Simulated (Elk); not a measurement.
**Elk run on LaCu2Ge2 (I4/mmm, 5 atoms in the cell): self-consistent single point**

Method of the run: LDA (PW92), all-electron FP-LAPW, Elk's shipped species files, APW+lo basis with extra local orbitals run with Elk.

Input as run:

```
tasks
  0

xctype
  3

rgkmax
  8.0

gmaxvr
  16.0

nxlo
  2

lorbcnd
  .true.

lmaxi
  2

stype
  0

swidth
  0.00183747

avec
   -3.9880685648    3.9880685648    9.5736832494
    3.9880685648   -3.9880685648    9.5736832494
    3.9880685648    3.9880685648   -9.5736832494

sppath
  'species/'

atoms
  3   : nspecies
  'La.in'   : spfname
  1   : natoms; atposl, bfcmt below
  0.0000000000  0.0000000000  0.0000000000    0.0 0.0 0.0
  'Cu.in'   : spfname
  2   : natoms; atposl, bfcmt below
  0.2500000000  0.7500000000  0.5000000000    0.0 0.0 0.0
  0.7500000000  0.2500000000  0.5000000000    0.0 0.0 0.0
  'Ge.in'   : spfname
  2   : natoms; atposl, bfcmt below
  0.6260600000  0.6260600000  0.0000000000    0.0 0.0 0.0
  0.3739400000  0.3739400000  0.0000000000    0.0 0.0 0.0

ngridk
  7 7 7
```

Output, abridged:

```
│ Elk code version 10.2.4 │

All units are atomic (Hartree, Bohr, etc.)

│ Ground-state run starting from atomic densities │

Lattice vectors :
  -3.988068565       3.988068565       9.573683249
   3.988068565      -3.988068565       9.573683249
   3.988068565       3.988068565      -9.573683249

Unit cell volume      :    609.0658906
Brillouin zone volume :   0.4072633475

Muffin-tin inner radius fraction :   0.1000000000E-01

Nuclei treated as point charges

Species :    1 (La)
 parameters loaded from : La.in
 name : lanthanum
 nuclear charge    :   -57.00000000
 electronic charge :    57.00000000
 atomic mass :    253209.2364
 muffin-tin radius :    2.800000000
 number of radial points in muffin-tin :    697
 atomic positions (lattice), magnetic fields (Cartesian) :
   1 :   0.00000000  0.00000000  0.00000000    0.00000000  0.00000000  0.00000000

Species :    2 (Cu)
 parameters loaded from : Cu.in
 name : copper
 nuclear charge    :   -29.00000000
 electronic charge :    29.00000000
 atomic mass :    115837.2717
 muffin-tin radius :    2.295366957
 number of radial points in muffin-tin :    497
 atomic positions (lattice), magnetic fields (Cartesian) :
   1 :   0.25000000 -0.25000000  0.50000000    0.00000000  0.00000000  0.00000000
   2 :  -0.25000000  0.25000000  0.50000000    0.00000000  0.00000000  0.00000000

Species :    3 (Ge)
 parameters loaded from : Ge.in
 name : germanium
 nuclear charge    :   -32.00000000
 electronic charge :    32.00000000
 atomic mass :    132414.6195
 muffin-tin radius :    2.295366957
 number of radial points in muffin-tin :    497
 atomic positions (lattice), magnetic fields (Cartesian) :
   1 :  -0.37394000 -0.37394000  0.00000000    0.00000000  0.00000000  0.00000000
   2 :   0.37394000  0.37394000  0.00000000    0.00000000  0.00000000  0.00000000

Total number of atoms per unit cell :    5

Spin treatment :
 spin-unpolarised

Number of Bravais lattice symmetries :   16
   [... lines left out ...]
 potential will be trimmed for |G| > 2 gkmax
Constant for pseudocharge density :   11
Radial integration step length :    4

G-vector grid sizes :     60    60    60
Number of G-vectors :    42193

Maximum angular momentum used for
 APW functions                      :    8
 outer part of muffin-tin           :    6
 inner part of muffin-tin           :    2

Total nuclear charge    :   -179.0000000
Total core charge       :    106.0000000
Total valence charge    :    73.00000000
Total excess charge     :    0.000000000
Total electronic charge :    179.0000000

Effective Wigner radius, rₛ :   0.9330556479

Number of empty states         :   20
Total number of valence states :   57
Total number of core states    :  106

Conduction state local-orbitals added automatically
Total number of local-orbitals :  402

Exchange-correlation functional :      3     0     0
 Perdew-Wang/Ceperley-Alder, Phys. Rev. B 45, 13244 (1992)
 gradient requirement :    0
 local density approximation (LDA)

Smearing type :    0
 Gaussian
Smearing width :   0.1837470000E-02
Effective electronic temperature (K) :    580.2271348

Mixing type :    3
 Broyden mixing, J. Phys. A: Math. Gen. 17, L317 (1984)

Kohn-Sham potential initialised from atomic data
│ Self-consistent loop started │
│ Loop number : 1 │
 total energy                :     -15959.9901380
│ Loop number : 2 │
 total energy                :     -15964.1277875
RMS change in Kohn-Sham potential (target) :   0.5780544046     (  0.1000000000E-05)
Absolute change in total energy (target)   :    4.137649518     (  0.1000000000E-03)
│ Loop number : 3 │
 total energy                :     -15986.1413526
RMS change in Kohn-Sham potential (target) :   0.3116928556     (  0.1000000000E-05)
Absolute change in total energy (target)   :    23.04797744     (  0.1000000000E-03)
│ Loop number : 4 │
 total energy                :     -15992.9721670
RMS change in Kohn-Sham potential (target) :   0.1395596612     (  0.1000000000E-05)
Absolute change in total energy (target)   :    12.59280881     (  0.1000000000E-03)
│ Loop number : 5 │
 total energy                :     -15995.4059831
RMS change in Kohn-Sham potential (target) :   0.4568676564E-01 (  0.1000000000E-05)
Absolute change in total energy (target)   :    5.582018274     (  0.1000000000E-03)
   [... lines left out ...]
Absolute change in total energy (target)   :   0.1707398003E-01 (  0.1000000000E-03)
│ Loop number : 13 │
 total energy                :     -15988.7153328
RMS change in Kohn-Sham potential (target) :   0.4326524255E-05 (  0.1000000000E-05)
Absolute change in total energy (target)   :   0.1040955617E-01 (  0.1000000000E-03)
│ Loop number : 14 │
 total energy                :     -15988.7156367
RMS change in Kohn-Sham potential (target) :   0.5544125062E-05 (  0.1000000000E-05)
Absolute change in total energy (target)   :   0.2906316226E-02 (  0.1000000000E-03)
│ Loop number : 15 │
 total energy                :     -15988.7153563
RMS change in Kohn-Sham potential (target) :   0.3641534189E-05 (  0.1000000000E-05)
Absolute change in total energy (target)   :   0.4462173019E-03 (  0.1000000000E-03)
│ Loop number : 16 │
 total energy                :     -15988.7152479
RMS change in Kohn-Sham potential (target) :   0.5281395729E-06 (  0.1000000000E-05)
Absolute change in total energy (target)   :   0.3098017260E-05 (  0.1000000000E-03)
Convergence targets achieved

│ Loop number : 17 │

Energies :
 Fermi                       :     0.309245346757
 sum of eigenvalues          :     -9531.96933388
 electron kinetic            :      16723.7853554
 core electron kinetic       :      15982.9684994
 Coulomb                     :     -32231.0591292
 Coulomb potential           :     -25617.7275153
 nuclear-nuclear             :     -1577.64621663
 electron-nuclear            :     -35689.0983099
 Hartree                     :      5035.68539726
 Madelung                    :     -19422.1953716
 xc potential                :     -638.027173893
 exchange                    :     -465.032008650
 correlation                 :     -16.4095119393
 total energy                :     -15988.7152945

Density of states at Fermi energy :    91.13072825
 (states/Hartree/unit cell)

Estimated indirect band gap :   0.2455854620E-03
 from k-point     26 to k-point      6
Estimated direct band gap   :   0.2377323124E-01
 at k-point      6

Charges :
 core                        :    106.0000000
 valence                     :    73.00000000
 interstitial                :    7.485805343
 muffin-tins (core leakage)
  species :    1 (La)
   atom    1                 :    54.59243240     (  0.2268488639E-03)
  species :    2 (Cu)
   atom    1                 :    28.06483125     (  0.2971731277E-03)
   atom    2                 :    28.06483125     (  0.2971731277E-03)
  species :    3 (Ge)
   atom    1                 :    30.39604988     (  0.6282619351E-03)
   atom    2                 :    30.39604988     (  0.6282619351E-03)
 total in muffin-tins        :    171.5141947
 total calculated charge     :    178.9750460
 total charge                :    179.0000000
 error                       :   0.2495400438E-01

│ Self-consistent loop stopped │
```

The run converged in 17 iterations. The count includes the last loop, which Elk runs after its targets are met.

The starting cell comes from a database of computed structures (which also holds hypothetical and non-ambient phases and stackings), without a prior relaxation at this level. Spin polarisation is off. Values depend on the basis (sphere radii, cutoffs, local orbitals), which need not be converged. The log's line on a gap gives a spacing of levels on this mesh, which the program prints for metals too.

Cost on one core of a shared machine: roughly 2 min.
